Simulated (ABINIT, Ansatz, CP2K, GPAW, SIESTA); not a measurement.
## GaGe₃ (P6_3/mmc, 8 atoms in the cell) computed with different codes at matched settings

Self-consistent single point.

```xyz
8
Lattice="5.9850 0.0000 0.0000 -2.9925 5.1832 0.0000 0.0000 0.0000 5.0350" Properties=species:S:1:pos:R:3 pbc="T T T"
Ga     2.9925     1.7277     1.2587
Ga     0.0000     3.4555     3.7762
Ge     1.4684     0.8478     3.7762
Ge     1.5241     4.3354     1.2587
Ge     0.0000     1.6956     1.2587
Ge     2.9925     3.4876     3.7762
Ge     4.5166     0.8478     3.7762
Ge    -1.5241     4.3354     1.2587
```

Shared settings, as Ansatz (an electronic-structure program) writes them: kpoints.mp_grid.grid = 3 3 4; scf.occupations.method = gaussian; scf.occupations.width = 0.0073 Ry. Potentials and cutoffs stand in the table.

```json
[
 {"code": "SIESTA", "model": "LDA PW92, numerical atomic orbitals DZP, PseudoDojo LDA standard norm-conserving potentials (rewritten from UPF to PSML)", "pressure (GPa)": "-2.51", "largest force (eV/Å)": "0.366", "cutoff": "grid 350 Ry"},
 {"code": "Ansatz", "model": "LDA (PW92), PAW files made with PBE", "pressure (GPa)": "-5.42", "largest force (eV/Å)": "0.238", "cutoff": "30.9 Ry"},
 {"code": "CP2K", "model": "LDA (Pade form), GPW, DZVP-MOLOPT-SR-GTH basis, GTH-PADE potentials (GTH_POTENTIALS)", "pressure (GPa)": "-4.59", "largest force (eV/Å)": "0.257", "cutoff": "grid 600 Ry"},
 {"code": "ABINIT", "model": "LDA (PW92), norm-conserving pseudopotentials (PseudoDojo nc-sr-04 LDA standard)", "pressure (GPa)": "-5.44", "largest force (eV/Å)": "0.239", "cutoff": "40 Ha"},
 {"code": "GPAW", "model": "LDA (Perdew-Wang 92), GPAW PAW datasets LDA (gpaw-data 1.0.1)", "pressure (GPa)": "-5.61", "largest force (eV/Å)": "0.241", "cutoff": "600 eV"}
]
```

The spread over the programs that give each value: pressure within 3.10 GPa; largest force within 0.128 eV/Å.

SIESTA and CP2K use small atom-centred bases, whose incompleteness enters pressures, forces and empty levels differently from a plane-wave cutoff. Ansatz's pressure is given at a fixed set of plane waves, as the other plane-wave codes print theirs. In the pressure, SIESTA (by 2.93) lies more than 1 GPa from the median of the plane-wave programs. In the force vectors, SIESTA (by 0.127) lies more than 0.08 eV/Å from the median of the plane-wave programs.

The shared mesh is coarse (it stands for a supercell whose shortest vector is 18 Å), so the values are not converged in it.

The starting cell comes from a database of computed structures (which also holds hypothetical and non-ambient phases and stackings), without a prior relaxation at this level.

Left out of this page: Elk (not drawn, or without a comparable value).

Keys are those of Ansatz 0.2.
